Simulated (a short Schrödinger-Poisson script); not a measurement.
# Gated Al0.4Ga0.6As/GaAs modulation-doped gas in a quantum well

System: gated Al0.4Ga0.6As/GaAs modulation-doped gas in a quantum well, at 300 K.

```
layer      material  thickness (nm)  Nd (cm⁻³)  Na (cm⁻³)
-----  ------------  --------------  ---------  ---------
1      Al0.4Ga0.6As              20          -          -
2      Al0.4Ga0.6As              20       9e17          -
3      Al0.4Ga0.6As              10          -          -
4              GaAs               6          -          -
5      Al0.4Ga0.6As            4000          -       3e14
```

The device is made up for the run: typed textbook-type constants, with dimensions and the other settings drawn at random. Al0.4Ga0.6As: permittivity 11.76, conduction-band edge (eV) 0.316, gap (eV) 1.923, electron mass (mₑ) 0.1002, Nv at 300 K (cm⁻³) 9e18. GaAs: permittivity 12.9, conduction-band edge (eV) 0, gap (eV) 1.424, Nv at 300 K (cm⁻³) 9e18.

Channel valleys (confinement mass, in-plane density-of-states mass, number): Γ 0.067, 0.067, 1. At the gate the conduction-band edge of layer 1 lies 1.07 eV − eVg above the Fermi level of the channel; the field vanishes at the back. The barrier under the gate holds no holes. Gaps are held at their typed values at every temperature. Mesh 0.08 nm at interfaces.

Solved with a short Schrödinger-Poisson script written for these runs: 1D Poisson equation in equilibrium, electrons quantum, Hartree (BenDaniel-Duke, 40 states a valley, the channel's in-plane mass for all, wave functions free to enter the barrier), parabolic valleys, classical holes, full ionisation, no traps, pinning or gate leakage.

```
Vg (V)  electrons (cm⁻²)  in the channel layer  C (μF/cm²)  Γ E0 (meV)  Γ E1 (meV)
------  ----------------  --------------------  ----------  ----------  ----------
0.5              5.68e11               5.16e11       0.198        -3.7       114.6
0.45             5.08e11               4.66e11       0.191         0.0       133.8
0.4              4.49e11               4.14e11       0.186         4.1       153.2
0.35             3.92e11               3.62e11       0.183         8.7       172.5
0.3              3.35e11               3.11e11       0.180        13.8       191.1
0.25             2.79e11               2.59e11       0.177        19.5       199.2
0.2              2.25e11               2.09e11       0.173        26.1       206.4
0.15             1.72e11               1.60e11       0.166        34.0       214.8
0.1              1.22e11               1.14e11       0.156        43.8       225.0
0.05             7.61e10               7.07e10       0.139        56.9       238.4
0                3.76e10               3.50e10       0.108        75.8       257.7
-0.05            1.23e10               1.15e10      0.0578       105.1       287.1
-0.1              2.52e9                2.34e9      0.0185       146.3       328.4
-0.15             4.06e8                3.78e8     0.00691       193.5       375.7
-0.2              6.20e7                5.77e7     0.00495       242.1       424.3
-0.25             9.39e6                8.74e6     0.00474       290.9       473.1
-0.3              1.42e6                1.32e6     0.00479       339.7       521.9
```

Gate voltages with under 1e6 electrons/cm² are left out.

Subbands count from the Fermi level.
